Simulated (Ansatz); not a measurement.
An Ansatz (a first-principles code) input (Kohn–Sham DFT with the PBE-D3(BJ) functional, run in Ansatz with PAW and 420 eV plane waves, without spin-orbit coupling):

Ansatz 0.2 input:
```yaml
crystal:
  lattice:
    - [3.3606249934, 0, 0]
    - [1.6803124967, 2.9103866169, 0]
    - [0, 0, 17.855829797]
  atoms:
    - { symbol: S, position: [0.6666666667, 0.6666666667, 0.4200308854] }
    - { symbol: Ti, position: [0, 0, 0.5] }
    - { symbol: S, position: [0.3333333333, 0.3333333333, 0.5799691146] }
basis: { ecutwfc: 420, ecutrho_ratio: 4, xc_grid: 2, fft_grid_basis: typed }
kpoints: { mp_grid: { grid: [16, 16, 1] } }
hamiltonian:
  xc: pbe
  dispersion: d3bj
  pseudopotentials: { kind: paw }
scf: { occupations: { method: fermi_dirac, width: 0.05 } }
relax: { f_tol: 0.01, max_steps: 60, cell: { stress_tol: 0.02, fix: [c, alpha, beta] } }
output: { forces: true, stress: true }
checkpoint: { write: state.ck, write_every: 1000 }
```

Problem. Which symmetry and how many k-points will the program report, and about how many plane waves at Γ?

Solution. Space group P-3m1 (ITA 164) with 12 operations, k-points 30 of 256, and 3455 plane waves at Γ.

No phonon test of stability was made. All final runs are without spin polarisation. The cell was made from TiS$_{2}$ in the CdI2 type structure (space group P-3m1, No. 164; layered, stacked along the Cartesian z axis) by this change: a free-standing slab of 1 layer (3 atoms, 3 a layer) is cut normal to the stacking axis, with 15 Å of vacuum and the in-plane cell relaxed.
